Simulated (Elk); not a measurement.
Elk run on Mg3Zn (P-6m2, 4 atoms in the cell): self-consistent single point.

Computed with PBEsol, all-electron FP-LAPW, Elk's shipped species files, APW+lo basis with extra local orbitals (Elk).

```yaml
crystal:
  lattice:
    - [3.10135, 0.00000, 0.00000]
    - [-1.55068, 2.68585, 0.00000]
    - [0.00000, 0.00000, 9.69360]
  atoms:
    - { symbol: Mg, position: [0.00000, 0.00000, 0.00000] }
    - { symbol: Mg, position: [0.66667, 0.33333, 0.73091] }
    - { symbol: Mg, position: [0.66667, 0.33333, 0.26909] }
    - { symbol: Zn, position: [0.00000, 0.00000, 0.50000] }
```

Reference input (self-consistent single point, DFT, LDA (PW92), all-electron FP-LAPW, Elk's shipped species files, APW+lo basis with extra local orbitals): xctype = 3; rgkmax = 8; stype = 0; swidth = 0.00367493 Ha; ngridk = 8 8 3; tforce = true; gmaxvr = 18 1/bohr; lmaxapw = 10; lmaxo = 8; nxlo = 2; lorbcnd = true; lradstp = 2. This run's input differs from it in these lines:

```diff
@@ -4,3 +4,3 @@
 xctype
-  3
+  22
```

Output, abridged:

```
│ Self-consistent loop started │
│ Loop number : 1 │
 total energy                :     -2389.89696873
│ Loop number : 2 │
 total energy                :     -2390.20200381
RMS change in Kohn-Sham potential (target) :   0.5086207607     (  0.1000000000E-05)
Absolute change in total energy (target)   :   0.3050350813     (  0.1000000000E-03)
│ Loop number : 3 │
 total energy                :     -2389.02377338
RMS change in Kohn-Sham potential (target) :   0.4947347888     (  0.1000000000E-05)
Absolute change in total energy (target)   :    1.101971669     (  0.1000000000E-03)
│ Loop number : 4 │
   [... lines left out ...]
Absolute change in total energy (target)   :   0.7715826168E-03 (  0.1000000000E-03)
│ Loop number : 13 │
 total energy                :     -2394.45029698
RMS change in Kohn-Sham potential (target) :   0.1790489530E-05 (  0.1000000000E-05)
Absolute change in total energy (target)   :   0.2658885769E-03 (  0.1000000000E-03)
│ Loop number : 14 │
 total energy                :     -2394.45036392
RMS change in Kohn-Sham potential (target) :   0.5557653418E-06 (  0.1000000000E-05)
Absolute change in total energy (target)   :   0.4675116543E-06 (  0.1000000000E-03)
Convergence targets achieved

│ Loop number : 15 │

Energies :
 Fermi                       :     0.161977741086
 total energy                :     -2394.45036210

Density of states at Fermi energy :    70.33244473
 (states/Hartree/unit cell)

Estimated indirect band gap :   0.4909776794E-03
 from k-point     27 to k-point     15
Estimated direct band gap   :   0.1311911847E-01
 at k-point     15

Charges :
 core                        :    18.00000000
 valence                     :    48.00000000
 interstitial                :    5.656720452
 muffin-tins (core leakage)
  species :    1 (Mg)
   atom    1                 :    10.49050174     (  0.2220446049E-14)
   atom    2                 :    10.49849620     (  0.2220446049E-15)
   atom    3                 :    10.49849620     (  0.2220446049E-15)
  species :    2 (Zn)
   [... lines left out ...]
   total force               :    -0.00000000   -0.00000000    0.00033672
   total magnitude           :     0.00033672
 species :    2 (Zn)
  atom :    1
   Hellmann-Feynman          :     0.00000000    0.00000000    0.00000000
   IBS                       :     0.00000000   -0.00000000    0.00000000
   total force               :     0.00000000    0.00000000    0.00000000
   total magnitude           :     0.00000000
```

The run converged in 15 iterations. The count includes the last loop, which Elk runs after its targets are met. 

The starting cell comes from a database of computed structures (which also holds hypothetical and non-ambient phases and stackings), without a prior relaxation at this level. Values depend on the basis (sphere radii, cutoffs, local orbitals), which need not be converged. The log's line on a gap gives a spacing of levels on this mesh, which the program prints for metals too.

Cost on one core of a shared machine: roughly 3 min.
